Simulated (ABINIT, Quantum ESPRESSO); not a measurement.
An ABINIT input for a self-consistent single point of Si₂Mo (I4/mmm, 3 atoms in the cell) (DFT, PBE, plane waves, PAW (JTH v2.0 PBE PAW)):

```
# Si2Mo, JTH v2.0 PBE PAW
pp_dirpath "./"
pseudos "Si.GGA_PBE-JTH.xml, Mo.GGA_PBE-JTH.xml"
acell 3*1.0 Angstrom
rprim
        -1.6242390000    1.6242390000    3.9620270000
         1.6242390000   -1.6242390000    3.9620270000
         1.6242390000    1.6242390000   -3.9620270000
natom 3
ntypat 2
znucl 14 42
typat 1 1 2
xcart
        -0.0000000000    0.0000000000    9.9514651392
        -0.0000000000    0.0000000000    5.0228267175
         0.0000000000    0.0000000000    0.0000000000
ecut 544 eV
pawecutdg 1088 eV
ixc 11
occopt 3
tsmear 0.1 eV
nband 16
kptopt 1
ngkpt 11 11 11
nshiftk 1
shiftk 0 0 0
nstep 80
tolvrs 1.0e-12
prtwf 0
prtden 0
enunit 2
```

Write the same calculation as an input for Quantum ESPRESSO.

This is the input that was run; spellings and numerical settings could be chosen otherwise.

```fortran
&CONTROL
 calculation = 'scf'
 prefix = 'si2mo'
 outdir = './tmp/'
 pseudo_dir = './'
 tprnfor = .true.
 tstress = .true.
/
&SYSTEM
 ibrav = 0
 nat = 3
 ntyp = 2
 ecutwfc = 40
 ecutrho = 320
 occupations = 'smearing'
 smearing = 'fermi-dirac'
 degauss = 0.0073499
/
&ELECTRONS
 conv_thr = 1.0e-11
/
ATOMIC_SPECIES
Si    28.0850  si_pbe_v1.uspp.F.UPF
Mo    95.9500  mo_pbe_v1.uspp.F.UPF
ATOMIC_POSITIONS {crystal}
Si    0.664570000    0.664570000    0.000000000
Si    0.335430000    0.335430000    0.000000000
Mo    0.000000000    0.000000000    0.000000000
K_POINTS {automatic}
11 11 11  0 0 0
CELL_PARAMETERS {angstrom}
  -1.624239000     1.624239000     3.962027000
   1.624239000    -1.624239000     3.962027000
   1.624239000     1.624239000    -3.962027000
```

Basis settings and potentials, where a program has them, do not carry over. This input uses DFT, PBE, plane waves, GBRV 1.5 ultrasoft (PBE) pseudopotentials.

The starting cell comes from a database of computed structures (which also holds hypothetical and non-ambient phases and stackings), without a prior relaxation at this level. Its lattice was rescaled by a random factor within 2.5 % of one.
